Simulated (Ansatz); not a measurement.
Start from Au in the fcc (Cu type) structure (space group Fm-3m, No. 225; a = 4.083 Å). Axes: x, y, z lie along the cube axes.

Structures relaxed with DFT with PBEsol, PAW potentials and a 420 eV plane-wave cutoff in Ansatz (a first-principles code), no SOC.

Base:

Simulated powder pattern, Co Kα, λ = 1.79026 Å (kinematic, ideal powder, no thermal factors, no anomalous dispersion; the 10 strongest lines at most, above 2 %, up to 2θ = 90°):

```tsv
2θ (°)	I/Imax (%)	hkl
44.63	100	(111)
52.01	49	(200)
76.63	33	(220)
```

After one change:

Simulated powder pattern, Co Kα, λ = 1.79026 Å (kinematic, ideal powder, no thermal factors, no anomalous dispersion; the 10 strongest lines at most, above 2 %, up to 2θ = 90°):

```tsv
2θ (°)	I/Imax (%)
44.98	100
52.01	33
53.25	16
76.63	11
77.65	22
```

**Question.** What was done to the base?
(A) biaxial strain −2.16 %, plane normal [111], relaxed out of plane
(B) uniaxial strain ε_xx = +1.25 %
(C) strain tensor (xx, yy, zz, yz, xz, xy) = (+1.57, +0.28, −1.70, −0.16, −1.37, +0.32) %
(D) uniaxial strain ε_xx = −2.17 %

**Answer.** D, uniaxial strain ε_xx = −2.17 %. Its volume per atom is 16.65 Å³ against 17.02 Å³, and its space group is I4/mmm (No. 139).

Whether these cells are dynamically stable was not tested.
